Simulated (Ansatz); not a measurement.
**Short convergence ladders for CaMgNi₄ (R3m, 6 atoms in the cell)**

```yaml
crystal:
  lattice:
    - [0.00000, 3.48248, 3.48248]
    - [3.48248, 0.00000, 3.48248]
    - [3.48248, 3.48248, 0.00000]
  atoms:
    - { symbol: Ca, position: [0.50414, 0.50414, 0.50414] }
    - { symbol: Mg, position: [0.75000, 0.75000, 0.75000] }
    - { symbol: Ni, position: [0.12406, 0.12406, 0.12406], spin: 2.0 }
    - { symbol: Ni, position: [0.62782, 0.12406, 0.12406], spin: 2.0 }
    - { symbol: Ni, position: [0.12406, 0.12406, 0.62782], spin: 2.0 }
    - { symbol: Ni, position: [0.12406, 0.62782, 0.12406], spin: 2.0 }
```
(The spins are starting values, not results.)

Base method: LDA (PW92), default PAW files made with PBE (plane waves; Ansatz, a program for electronic structure).

Base settings: basis.ecutwfc = 420 eV; kpoints.mp_grid.grid = 4 4 4; hamiltonian.xc = lda; hamiltonian.pseudopotentials = {kind: paw} (the program's default PAW files); magnetization.spin_polarized = true; scf.occupations.method = fermi_dirac; scf.occupations.width = 0.1 eV.

The count of work is k-points × plane waves × bands × iterations; it is no time. Core times come from one kind of shared machine, to one figure; runs under 30 s give none.

**The cutoff for other potential files**

Level: DFT, LDA (PW92), plane waves, harder PAW files (source: ansatz) made with PBE.

In this ladder: hamiltonian.pseudopotentials = {kind: paw, source: ansatz}.

The second cell is the first with its lattice scaled by 0.98.

The mesh stays at the base's, so the ladder's end is converged at best in this setting alone.

The first pressure column holds Ansatz's estimate of the finite-basis (Pulay) stress, which hides part of the cutoff error; the other is without it.

Only quantities that move along the ladder and can be compared are tabulated.

```tsv
basis.ecutwfc	free energy less the last step's (meV/atom)	energy of the compressed cell less the first (meV/atom)	pressure (GPa)	pressure without the Pulay estimate (GPa)	largest difference of a force vector from the last step's (eV/Å)	count of work / last	core time / last (rough)
415 eV	6610.79	-59.37	-14.57	-384.26	0.293	0.13	–
505 eV	1251.17	12.08	-6.69	-95.84	0.110	0.14	–
645 eV	90.95	-23.91	-7.68	-16.41	0.007	0.21	0.2
780 eV	7.12	-22.96	-7.72	-8.35	0.001	0.28	0.3
920 eV	2.19	-23.06	-7.73	-7.79	0.000	0.35	0.4
1105 eV	1.04	-23.08	-7.73	-7.77	0.000	0.47	0.5
1380 eV	0.23	-23.08	-7.73	-7.74	0.000	0.65	0.7
1840 eV	0.00	-23.08	-7.73	-7.74	0.000	1.0	1
```

Coarsest basis.ecutwfc that holds the pressure within 0.1 GPa of the last step, with all finer ones: 645 eV, at 0.21 of the last step's count of work and about 0.2 of the last step's time; the step before is off by 1.0 GPa.

Coarsest basis.ecutwfc that holds the free energy within 2 meV/atom of the last step, with all finer ones: 1105 eV; the step before is off by 2.2 meV/atom.

Coarsest basis.ecutwfc that holds the pressure without the Pulay estimate within 0.2 GPa of the last step, with all finer ones: 920 eV, at 0.35 of the last step's count of work and about 0.4 of the last step's time; the step before is off by 0.61 GPa.

The energy difference between the two cells stays within 1 meV/atom of the last step's from 645 eV on, the total only from 1380 eV on: much of the error is common to both cells and cancels.

At the lowest cutoff the pressure without the Pulay estimate lies 377 GPa under the last step's, the usual sign of Pulay stress in an incomplete plane-wave basis.

**The density cutoff**

The second cell is the first with its lattice scaled by 0.98.

The mesh stays at the base's, so the ladder's end is converged at best in this setting alone.

Only quantities that move along the ladder and can be compared are tabulated.

| basis.ecutrho_ratio | free energy less the last step's (meV/atom) | energy of the compressed cell less the first (meV/atom) | pressure (GPa) |
|---|---|---|---|
| 2 | -6.24 | -21.57 | -7.19 |
| 3 | -0.09 | -22.86 | -7.68 |
| 4 | 0.00 | -22.85 | -7.69 |
| 5 | 0.00 | -22.85 | -7.69 |
| 6 | 0.00 | -22.85 | -7.69 |
| 8 | 0.00 | -22.85 | -7.69 |
| 10 | 0.00 | -22.85 | -7.69 |
| 12 | 0.00 | -22.85 | -7.69 |
| 16 | 0.00 | -22.85 | -7.69 |

Coarsest basis.ecutrho_ratio that holds the pressure within 0.05 GPa of the last step, with all finer ones: 3; the step before is off by 0.50 GPa.

Coarsest basis.ecutrho_ratio that holds the energy of the compressed cell less the first within 1 meV/atom of the last step, with all finer ones: 3; the step before is off by 1.3 meV/atom.

Coarsest basis.ecutrho_ratio that holds the free energy within 1 meV/atom of the last step, with all finer ones: 3; the step before is off by 6.2 meV/atom.

**The relaxed cell against the cutoff**

On CaMgNi4 (F-43m, 6 atoms in the cell): atoms on their sites.

In this ladder: relax = cell and atoms.

The mesh stays at the base's, so the ladder's end is converged at best in this setting alone.

Only quantities that move along the ladder and can be compared are tabulated.

| basis.ecutwfc | relaxed volume (Å³/atom) | relaxation steps | core time / last (rough) |
|---|---|---|---|
| 295 eV | 13.418 | 15 | 0.8 |
| 355 eV | 13.183 | 10 | 0.7 |
| 420 eV | 13.172 | 5 | 0.5 |
| 505 eV | 13.170 | 5 | 0.6 |
| 630 eV | 13.170 | 5 | 0.8 |
| 840 eV | 13.169 | 5 | 1 |

Coarsest basis.ecutwfc that holds the relaxed volume within 0.026 Å³/atom of the last step, with all finer ones: 355 eV; the step before is off by 0.25 Å³/atom.

At the lowest cutoff the cell relaxes to a volume 1.9 % larger than at the highest. Ansatz relaxes on a stress corrected for the finite basis.

On the base run: the starting cell comes from a database of computed structures (which also holds hypothetical and non-ambient phases and stackings), without a prior relaxation at this level. Its lattice was rescaled by up to half a per cent. One atom was moved a little off its site on purpose. The starting moments vanished: the run ended non-magnetic, which need not be the lowest state. The program warned that a starting moment was not kept.

Left out of this page: 2 runs of the series stopped by limits of time or memory.

Keys are those of Ansatz 0.2.
